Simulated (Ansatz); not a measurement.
Candidates (primitive cells; geometry: cell and atoms relaxed with PBEsol):
A. VCu3S4 (P-43m), a = b = c = 5.317 Å, α = β = γ = 90.00°
B. AlAs (F-43m), a = 4.0126 Å, b = 4.0126 Å, c = 4.0126 Å, α = 60.00°, β = 60.00°, γ = 60.00°
C. BN (F-43m), a = 2.5492 Å, b = 2.5492 Å, c = 2.5492 Å, α = 60.00°, β = 60.00°, γ = 60.00°
D. CaSe (Fm-3m), a = b = c = 4.149 Å, α = β = γ = 60.00°
E. MgS (Fm-3m), a = b = c = 3.664 Å, α = β = γ = 60.00°

**Question.** Rank these by band gap (lowest first), as PBEsol, rigid bands in Ansatz (a program for electronic structure) gives it.

**Answer.** A (1.05 eV), B (1.34 eV), D (1.88 eV), E (2.73 eV), C (4.30 eV)

Spin-orbit coupling is left out.

Formula and space group known from diffraction (Crystallography Open Database), not checked to be the room-temperature form: CaSe (Fm-3m), VCu3S4 (P-43m). Treated as nonmagnetic, magnetic states not searched for: VCu3S4 (P-43m).
